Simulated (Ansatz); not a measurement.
System: interstitial B in 4H silicon carbide (charge state +3). Computed with PBE, PAW (plane waves to 420 eV; Ansatz, a quantum-chemistry and plane-wave program).

Settings: 72 host sites, the relaxed PBE lattice, the Γ point alone, smearing 0.01 eV, spin-restricted, no image-charge correction. No zero-point or tunnelling terms. The charge state is imposed; whether it is stable for some Fermi level was not computed. Sites that were not tried may lie lower. The start lies 0.14 eV above the lowest site run (PBE).

Barriers: single points on a 2×2×2 k-point mesh shifted by half a step along c at the bands' geometries (they differ from the bands' own by up to 0.12 eV, and are uncertain by about as much).

The step: a direct jump of one B atom. Atoms about the jump, Cartesian Å from the middle of the jump, before and after:

```tsv
atom	x0	y0	z0	x1	y1	z1
B1	-0.59	-1.24	-0.07	0.59	1.24	0.07
C2	-0.91	0.18	0.60	-0.83	0.41	0.64
C3	0.62	1.26	-1.85	0.59	1.24	-1.67
Si4	-0.96	0.48	-1.34	-1.03	0.30	-1.29
C5	-0.92	-1.42	-1.65	-0.95	-1.46	-1.84
Si6	0.72	-0.48	1.44	0.59	-0.65	1.40
Si7	2.15	0.35	-1.21	2.22	0.30	-1.29
Si8	-0.96	2.14	1.33	-1.04	2.18	1.40
C9	2.18	0.37	0.69	2.02	0.41	0.64
Si10	0.71	-2.41	-1.34	0.59	-2.34	-1.21
C11	-2.52	1.25	-1.85	-2.51	1.24	-1.84
Si12	0.59	3.04	-1.22	0.59	3.11	-1.29
Si13	-2.59	-0.60	1.37	-2.52	-0.56	1.33
C14	0.47	-2.22	0.60	0.59	-2.35	0.69
C15	0.58	2.98	0.68	0.59	2.88	0.64
```

Q: Where do these atoms stand at the saddle point, and how high is it?

A: 
```tsv
atom	x	y	z
B1	-0.31	0.28	-0.57
C2	-0.85	0.34	0.78
C3	0.48	1.15	-1.64
Si4	-1.18	0.38	-2.32
C5	-0.92	-1.37	-1.78
Si6	0.70	-0.61	1.43
Si7	2.20	0.27	-1.14
Si8	-0.91	2.16	1.37
C9	2.19	0.33	0.74
Si10	0.64	-2.33	-1.16
C11	-2.65	1.32	-1.97
Si12	0.58	3.05	-1.13
Si13	-2.47	-0.57	1.34
C14	0.63	-2.35	0.73
C15	0.63	3.02	0.74
```
It lies 1.45 eV above the start and 1.58 eV above the end. The check of the saddle point's order was inconclusive.
